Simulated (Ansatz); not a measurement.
# Effort and miss along a sweep of kpoints.mp_grid.grid: Y₂Ir (Fd-3m, 6 atoms in the cell)

```yaml
crystal:
  lattice:
    - [0.00000, 4.75873, 4.75873]
    - [4.75873, 0.00000, 4.75873]
    - [4.75873, 4.75873, 0.00000]
  atoms:
    - { symbol: Y, position: [0.12500, 0.12500, 0.12500] }
    - { symbol: Y, position: [0.62500, 0.12500, 0.12500] }
    - { symbol: Y, position: [0.12500, 0.62500, 0.12500] }
    - { symbol: Y, position: [0.12500, 0.12500, 0.62500] }
    - { symbol: Ir, position: [0.75000, 0.75000, 0.75000] }
    - { symbol: Ir, position: [0.50000, 0.50000, 0.50000] }
```

Computed with PBEsol, default PAW files made with PBE (plane waves; Ansatz, a first-principles code).

Base settings: basis.ecutwfc = 420 eV; kpoints.mp_grid.grid = 6 6 6; hamiltonian.xc = pbesol; hamiltonian.pseudopotentials = {kind: paw} (the program's default PAW files); scf.occupations.method = cold; scf.occupations.width = 0.1 eV.

Misses are taken against the tightest run, 15 15 15, which need not be fully converged itself. The energy is the free energy per atom.

The count of work is k-points × plane waves × bands × iterations; it is no time, and leaves out set-up, grids and terms that scale otherwise. Core times come from one kind of shared machine and are given to one figure; runs under 30 s give none.

The starting cell was generated: these elements placed on a structure prototype, without a prior relaxation; it need not be a known phase or ordering of this composition. Spin polarisation is off. In the base run, with a pressure of about -13 GPa the cell is away from its equilibrium volume at this level. Ansatz's pressure includes its estimate of the finite-basis (Pulay) stress.

The runs (kpoints.mp_grid.grid): 1 1 1 (width narrowed by the program to 0.0573 eV) | 2 2 2 | 3 3 3 | 4 4 4 | 5 5 5 | 6 6 6 | 7 7 7 | 8 8 8 | 10 10 10 | 12 12 12 | 15 15 15.

Which is the coarsest setting among those run that, with all tighter ones, holds the energy within 1 meV/atom of the reference, and what does it save?

7 7 7, off by 0.14 meV/atom; it needs 0.15 of the reference's count of work. The coarser 5 5 5 also lies inside, but a setting between leaves the range again, so that is luck.

For at most 0.1 times the reference's count of work, which run misses the energy least?

5 5 5, with a miss of 0.33 meV/atom at a count of 0.073.

What does the step from 3 3 3 to 7 7 7 buy?

It takes the miss in the energy from 27 to 0.14 meV/atom, for 4.4 times the count of work.

```tsv
kpoints.mp_grid.grid	energy less reference (meV/atom)	pressure less reference (GPa)	count of work / reference	core time / reference (rough)
1 1 1 (width narrowed by the program to 0.0573 eV)	-236.66	-7.03	0.015	–
2 2 2	9.45	0.02	0.025	–
3 3 3	26.77	0.40	0.033	–
4 4 4	6.24	-0.02	0.058	–
5 5 5	-0.33	0.03	0.073	–
6 6 6	1.86	0.03	0.13	–
7 7 7	-0.14	0.00	0.15	–
8 8 8	-0.05	-0.01	0.24	–
10 10 10	-0.03	-0.01	0.39	0.5
12 12 12	0.01	0.00	0.60	0.7
15 15 15	0.00	0.00	1.0	1
```

Keys are those of Ansatz 0.2.
